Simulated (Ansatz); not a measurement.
# Element substitutions in Ti

Start from Ti in the hcp (Mg type) structure (space group P6_3/mmc, No. 194; a = 2.936 Å, c = 4.636 Å).

Each row replaces one element on all its sites; cell and atoms are relaxed.

All numbers come from r2SCAN/PAW in Ansatz (a program for electronic structure), no SOC.

Candidates:
(a) Ti → Mn
(b) Ti → Si
(c) Ti → Tl

For the base:

Volume per atom: 17.30 Å³

Question: Order them by volume per atom, lowest first.

Answer: (a) Ti → Mn (10.41 Å³), (b) Ti → Si (13.69 Å³), (c) Ti → Tl (30.05 Å³)

Whether these cells are dynamically stable was not tested. For Mn and Si in this form, whether it has been made was not checked. Seeded moments were not kept for Ti → Mn. The final runs are not spin-polarised. This is not the structure that Mn has at room temperature and ambient pressure. This is not the structure that Si has at room temperature and ambient pressure.
